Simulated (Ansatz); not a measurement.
Consider interstitial Na in wurtzite ZnO, charge state +1. The step: a concerted move, in which Na travels most; the atom moves 1.92 Å along (0.59, 0.40, 0.16) of the unit cell; the moving atom starts with neighbours 3 O at 2.16, 2 O at 2.40, O at 2.41; 3 Zn at 2.38, 3 Zn at 2.66 Å and ends with O at 2.03, 2 O at 2.19, O at 2.33; Zn at 2.43, Zn at 2.63 Å. A PBE band in Ansatz (plane-wave PAW, one k-point at (0.125, 0.250, 0.250), 72 host sites, 49 SCF runs with any check of the saddle's order, static, no finite-size correction) gives a forward barrier of 0.94 eV. The program found a first-order saddle point. The charge state is imposed; whether it is stable for some Fermi level was not computed. Sites that were not tried may lie lower.

Single points at the band's start and saddle point can refine it. Rough cost of one point, in units of the band's mean SCF on the same machine:

| Level | Cost of one point |
|---|---|
| PBE, a 2×2×2 k-point mesh shifted by half a step along c | about 4 |
| r2SCAN at 500 eV, one k-point at (0.125, 0.250, 0.250) | about 2 |

**Question.** Which of these move the barrier by more than 0.1 eV, and how far does each move it?

**Answer.** Not one does. PBE, a 2×2×2 k-point mesh shifted by half a step along c: +0.01 eV; r2SCAN at 500 eV, one k-point at (0.125, 0.250, 0.250): +0.02 eV. Each functional is compared with PBE at the same k-points.

Ansatz is a first-principles code.
